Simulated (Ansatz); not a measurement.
Take PbF2 in the fluorite structure (space group Fm-3m, No. 225) as the base.

```yaml
crystal:
  lattice:
    - [0.00000, 2.96092, 2.96092]
    - [2.96092, 0.00000, 2.96092]
    - [2.96092, 2.96092, 0.00000]
  atoms:
    - { symbol: Pb, position: [0.00000, 0.00000, 0.00000] }
    - { symbol: F, position: [0.75000, 0.75000, 0.75000] }
    - { symbol: F, position: [0.25000, 0.25000, 0.25000] }
```

Cartesian axes are those of the cell as printed.

Calculations: Ansatz (a first-principles code) r2SCAN, scalar-relativistic without spin-orbit coupling, earlier PAW set.

Before the change:

```
Property              Result
-------------------  -------
Band gap             4.94 eV
Smallest direct gap  5.08 eV
```

Modification: a free-standing slab of 6 layers (18 atoms, 3 a layer) is cut normal to [111], with 15 Å of vacuum and the in-plane cell held at bulk.

**Question.** What does the calculation give for the band gap after the change?

**Answer.** The band gap falls by 0.24 eV (4.94 eV → 4.70 eV).

**Question.** What happens to the excess energy per area of both faces?

**Answer.** The excess energy per area of both faces (slab less bulk energy over the cell's area: twice a surface energy) amounts to 0.53 J/m².

**Question.** Estimate the effect on the smallest direct gap.

**Answer.** The smallest direct gap decreases by 0.28 eV to 4.80 eV.

The excess energy carries the mismatch between the slab's and the bulk's meshes. With Pb present, leaving out spin-orbit coupling can change the band edges. Stability against distortions was not tested.
